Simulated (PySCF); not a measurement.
PySCF 2.14.0, unrestricted TPSSH/def2-svpd, df: selenium dioxide triplet (O=[Se]=O), charge 0, multiplicity 3, 3 atoms. The geometry is a generated start, not checked to be a minimum at this level.

| Property | Result |
|---|---|
| task | energy |
| method | tpssh |
| basis | def2-svpd |
| two-electron scheme | density fitting |
| mol.max_memory | 3000 MB |
| mf.max_cycle | 100 |
| mf.conv_tol | 1e-09 (default) |
| mf.grids.level | 3 (default) |
| basis functions | 87 |
| grid points | 48592 |

```xyz
3

O     -1.2516    -0.3966     0.0218
Se    -0.0455     0.6030    -0.0107
O      1.2971    -0.2064    -0.0111
```

Charge 0 and multiplicity 3 are set for this test and not shown to be the ground state.

With the defaults (mf.init_guess = minao, mf.DIIS = CDIIS, mf.level_shift = 0, mf.diis = true, mf.damp = 0, mf.diis_start_cycle = 1, newton = off, mf.diis_space = 8) it converges in 18 Fock builds. One run each on 2 threads, 1 BLAS thread, with these changes:
- newton = Hessian by the SCF's own integrals
- mf.DIIS = EDIIS
- mf.diis = false, mf.damp = 0.7, mf.diis_start_cycle = 999
- mf.init_guess = mod_huckel
- mf.level_shift = 1 Hartree
- mf.init_guess = sap
- mf.diis_space = 3
- mf.diis = false
- mf.init_guess = atom

Problem. Name the settings that don't reach the solution of the defaults.

Solution. No convergence: mf.DIIS = EDIIS; mf.level_shift = 1 Hartree; mf.diis = false (the run ends without SCF convergence in 100 cycles). Another solution: mf.init_guess = mod_huckel (230 meV higher). The rest reach the solution of the defaults.

```
setting                                                    Fock builds                             end
---------------------------------------------------------  -----------  ------------------------------
the defaults                                                        18                   same solution
mf.init_guess = atom                                                18                   same solution
mf.init_guess = sap                                                 18                   same solution
mf.diis_space = 3                                                   28                   same solution
mf.diis = false, mf.damp = 0.7, mf.diis_start_cycle = 999           41                   same solution
newton = Hessian by the SCF's own integrals                         75                   same solution
mf.init_guess = mod_huckel                                          22  other solution, 230 meV higher
mf.DIIS = EDIIS                                                    101                  no convergence
mf.level_shift = 1 Hartree                                         101                  no convergence
mf.diis = false                                                    101                  no convergence
```

Under newton the count holds the products with the orbital Hessian.
